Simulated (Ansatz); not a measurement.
Base system: Ru in the hcp (Mg type) structure (space group P6_3/mmc, No. 194; a = 2.722 Å, c = 4.294 Å; relaxed with 0.1 eV smearing). Axes: x lies along a and z along c of the hexagonal cell.

All numbers come from plane-wave PAW DFT at the PBE level (Ansatz, an electronic-structure program, 420 eV), no SOC.

For the base:

- Pressure = 0.0 GPa
- Band gap = zero

Perturbation: uniaxial strain ε_zz = −2.50 %, all other strain components held at zero, atoms relaxed at fixed cell.

Task: What does the calculation give for the energy relative to the base after the change?

Result: The energy increases by 18 meV/atom.

Task: What does the calculation give for the pressure after the change?

Result: The pressure (mean of the normal stresses, compression positive) goes from zero to 9.0 GPa.

Task: What happens to the band gap?

Result: The band gap remains zero.

Stability against distortions was not tested. All final runs are without spin polarisation.
